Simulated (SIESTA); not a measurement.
Band structure of Y (P6_3/mmc, 2 atoms in the cell).

```yaml
crystal:
  lattice:
    - [3.65240, 0.00000, 0.00000]
    - [-1.82620, 3.16308, 0.00000]
    - [0.00000, 0.00000, 5.89503]
  atoms:
    - { symbol: Y, position: [0.33333, 0.66667, 0.25000], spin: 1.0 }
    - { symbol: Y, position: [0.66667, 0.33333, 0.75000], spin: 1.0 }
```
(The spins are starting values, not results.)

Method: GGA PBE, numerical atomic orbitals DZP, PseudoDojo PBE standard norm-conserving potentials (rewritten from UPF to PSML) (SIESTA).

Settings: XC.functional = GGA; XC.authors = PBE; potentials = PseudoDojo PBE standard; PAO.BasisSize = DZP; PAO.EnergyShift = 0.005 Ry; MeshCutoff = 350 Ry; kgrid.MonkhorstPack = 11 11 6; OccupationFunction = FD; ElectronicTemperature = 1160.45 K; Spin = polarized; DM.InitSpin = [1 +1.00, 2 +1.00]; MaxSCFIterations = 150; SCF.Mixer.Method = Pulay; SCF.Mixer.Weight = 0.1.

The starting cell comes from a database of computed structures (which also holds hypothetical and non-ambient phases and stackings), without a prior relaxation at this level. Its lattice was rescaled by a random factor within 2.5 % of one. The starting moments vanished: the run ended non-magnetic. Values carry the incompleteness of an atom-centred basis.

Levels in eV from the Fermi level, bands 7 to 12 of the first spin channel:
```tsv
point	7	8	9	10	11	12
Γ	-22.60	-22.59	-4.60	-1.86	0.63	1.74
M	-22.70	-22.64	-1.62	-1.13	-0.80	-0.07
K	-22.78	-22.78	-0.61	-0.60	-0.60	-0.40
A	-22.62	-22.62	-3.26	-3.26	0.82	0.82
L	-22.70	-22.70	-1.60	-1.60	0.02	0.02
H	-22.67	-22.67	-0.34	-0.34	-0.34	-0.34
```

Bands cross the Fermi level along this path, so the cell is metallic at this level.

Higher empty bands are left out: an atom-centred basis made for the valence describes them poorly.

The net moment of the cell came out as 0.00 μB.
